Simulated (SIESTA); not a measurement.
Band structure of SiS₂ (Ibam, 6 atoms in the cell).

```
SiS2
1.0
   -2.94023     5.02241     2.83761
    2.94023    -5.02241     2.83761
    2.94023     5.02241    -2.83761
Si S
2 4
Direct
  0.75000   0.75000   0.00000
  0.25000   0.25000   0.00000
  0.88475   0.79856   0.68331
  0.11525   0.20144   0.31669
  0.61525   0.29856   0.91381
  0.38475   0.70144   0.08619
```

Level of theory: SIESTA with GGA PBE, numerical atomic orbitals DZP, PseudoDojo PBE standard norm-conserving potentials (rewritten from UPF to PSML).

Settings: XC.functional = GGA; XC.authors = PBE; potentials = PseudoDojo PBE standard; PAO.BasisSize = DZP; PAO.EnergyShift = 0.005 Ry; MeshCutoff = 400 Ry; kgrid.MonkhorstPack = 6 6 6; OccupationFunction = FD; ElectronicTemperature = 0.02 eV; MaxSCFIterations = 150; SCF.Mixer.Method = Pulay; SCF.Mixer.Weight = 0.1; SCF.Mixer.History = 6; SCF.DM.Tolerance = 1.0E-04.

The starting cell comes from a database of computed structures (which also holds hypothetical and non-ambient phases and stackings), without a prior relaxation at this level. Its lattice was rescaled by a random factor within 2.5 % of one. Values carry the incompleteness of an atom-centred basis.

### Question
Predict the gap along the standard path and the places of the band edges.

### Answer
The gap along the path is 2.78 eV, from a point between Γ and Y to a point between X1 and Z; the smallest direct gap on it is 2.98 eV.

Levels in eV from the top of the valence band on the path, bands 13 to 17:
```json
[
 {"point": "Γ", "13": "-1.72", "14": "-0.89", "15": "-0.83", "16": "-0.35", "17": "3.73"},
 {"point": "X", "13": "-1.43", "14": "-0.96", "15": "-0.91", "16": "-0.68", "17": "2.89"},
 {"point": "L", "13": "-1.23", "14": "-1.10", "15": "-0.85", "16": "-0.43", "17": "3.13"},
 {"point": "T", "13": "-0.90", "14": "-0.90", "15": "-0.65", "16": "-0.65", "17": "3.17"},
 {"point": "W", "13": "-0.87", "14": "-0.87", "15": "-0.74", "16": "-0.74", "17": "3.23"},
 {"point": "R", "13": "-1.09", "14": "-1.09", "15": "-0.72", "16": "-0.72", "17": "3.23"},
 {"point": "X1", "13": "-1.43", "14": "-0.96", "15": "-0.91", "16": "-0.68", "17": "2.89"},
 {"point": "Z", "13": "-2.02", "14": "-1.77", "15": "-1.38", "16": "-0.17", "17": "2.81"},
 {"point": "Y", "13": "-2.00", "14": "-1.67", "15": "-1.00", "16": "-0.03", "17": "3.27"},
 {"point": "S", "13": "-1.96", "14": "-1.27", "15": "-1.04", "16": "-0.02", "17": "3.65"},
 {"point": "L1", "13": "-1.23", "14": "-1.10", "15": "-0.85", "16": "-0.43", "17": "3.13"},
 {"point": "Y1", "13": "-2.00", "14": "-1.67", "15": "-1.00", "16": "-0.03", "17": "3.27"}
]
```

Higher empty bands are left out: an atom-centred basis made for the valence describes them poorly.
